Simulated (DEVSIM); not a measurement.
Device: Cr/HfO2/SiO2/p-Si capacitor, at 400 K.

| layer (left to right) | material | thickness (nm) | Na (cm⁻³) |
|---|---|---|---|
| 1 | HfO2 | 10.0 | - |
| 2 | SiO2 | 1.30 | - |
| 3 | Si | 1400 | 1.6e17 |

Metal gate on the left, work function 4.5 eV. Fixed charge at the semiconductor interface 0 cm⁻² (in units of +e); interface traps 7.1e11 cm⁻² eV⁻¹, uniform in energy, neutral level at 0.3 of the gap above the valence band.

This is a model device: material constants are rounded textbook-type values typed into the input, and sizes, dopings and lifetimes were drawn at random. Values at 300 K; Nc and Nv go as T^1.5, mobilities as T to minus their exponent, the gap by Varshni's rule with the affinity fixed.

```
parameter         HfO2  SiO2        Si
----------------  ----  ----  --------
gap (eV)           5.7     9     1.124
affinity (eV)      2.5   0.9      4.05
permittivity        22   3.9      11.7
Nc (cm⁻³)            -     -   2.86e19
Nv (cm⁻³)            -     -    3.1e19
Varshni α (eV/K)     -     -  0.000473
Varshni β (K)        -     -       636
```

DEVSIM, 1D Poisson equation in equilibrium, Boltzmann statistics, complete ionisation; no quantum confinement or tunnelling. Metal contacts follow the ideal Schottky-Mott rule: no Fermi-level pinning, no interface dipoles.

The interface trap density was swept, all else fixed.

```json
[
 {"interface trap density (cm^-2 eV^-1)": "0", "minimum of the low-frequency capacitance (μF/cm²)": "0.140", "threshold voltage (band bending 2φF) (V)": "0.43", "flat-band voltage (V)": "-0.45"},
 {"interface trap density (cm^-2 eV^-1)": "1e10", "minimum of the low-frequency capacitance (μF/cm²)": "0.141", "threshold voltage (band bending 2φF) (V)": "0.43", "flat-band voltage (V)": "-0.45"},
 {"interface trap density (cm^-2 eV^-1)": "1e11", "minimum of the low-frequency capacitance (μF/cm²)": "0.152", "threshold voltage (band bending 2φF) (V)": "0.44", "flat-band voltage (V)": "-0.45"},
 {"interface trap density (cm^-2 eV^-1)": "3e11", "minimum of the low-frequency capacitance (μF/cm²)": "0.176", "threshold voltage (band bending 2φF) (V)": "0.45", "flat-band voltage (V)": "-0.46"},
 {"interface trap density (cm^-2 eV^-1)": "7.1e11", "minimum of the low-frequency capacitance (μF/cm²)": "0.221", "threshold voltage (band bending 2φF) (V)": "0.49", "flat-band voltage (V)": "-0.46"},
 {"interface trap density (cm^-2 eV^-1)": "1e12", "minimum of the low-frequency capacitance (μF/cm²)": "…", "threshold voltage (band bending 2φF) (V)": "…", "flat-band voltage (V)": "-0.47"},
 {"interface trap density (cm^-2 eV^-1)": "2e12", "minimum of the low-frequency capacitance (μF/cm²)": "0.337", "threshold voltage (band bending 2φF) (V)": "0.59", "flat-band voltage (V)": "-0.49"}
]
```

Q: Some entries are withheld; supply them.

A: 
- 1e12, minimum of the low-frequency capacitance (μF/cm²): 0.251
- 1e12, threshold voltage (band bending 2φF) (V): 0.51
